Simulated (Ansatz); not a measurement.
# Hypothetical P6_3/mmc Zr2BSe: response to strain

Base system: Zr₂BSe (space group P6_3/mmc, No. 194; a = 3.572 Å, c = 12.719 Å; a hypothetical phase, not in the database extracts checked). Axes: x lies along a and z along c of the hexagonal cell.

Strains are applied to the cell and any free atomic positions relax; under biaxial strain the out-of-plane vector relaxes too.

Method: DFT with PBE, PAW potentials and a 420 eV plane-wave cutoff in Ansatz (an electronic-structure program), scalar-relativistic without spin-orbit coupling.

Notes on the quantities. pressure: mean of the normal stresses, compression positive.

```csv
variant,pressure,shortest interatomic distance
base,0.0 GPa,2.428 Å
"biaxial strain −4.79 %, plane normal [001], relaxed out of plane",9.5 GPa,2.369 Å
"biaxial strain −1.73 %, plane normal [001], relaxed out of plane",3.2 GPa,2.405 Å
"biaxial strain +2.49 %, plane normal [001], relaxed out of plane",-4.0 GPa,2.462 Å
uniaxial strain ε_zz = +2.63 %,-3.3 GPa,2.439 Å
```

Without a gap, meshes like the base's 15×15×4 leave anisotropic stresses uncertain by several tenths of a GPa, and small strain energies with them. Whether these cells are dynamically stable was not tested. All final runs are without spin polarisation.
